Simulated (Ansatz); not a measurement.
## Nb in the bcc (W type) structure (space group Im-3m, No. 229)

```xyz
1
Lattice="-1.6361 1.6361 1.6361 1.6361 -1.6361 1.6361 1.6361 1.6361 -1.6361" Properties=species:S:1:pos:R:3 pbc="T T T"
Nb     0.0000     0.0000     0.0000
```

The values are results of PBEsol (Ansatz, a program for electronic structure; PAW; 420 eV plane waves; without spin-orbit coupling), earlier PAW set, not measurements. Γ-centred 19×19×19 mesh, Fermi–Dirac width 0.05 eV.

- Volume per atom = 17.52 Å³
- Density = 8.81 g/cm³
- Band gap = zero
- Total energy = -4495.485 eV/atom (σ→0; compares only within this code and set-up)

No phonon test of stability was made. The base started in P-1 and relaxed to Im-3m at this level. The final runs are not spin-polarised.
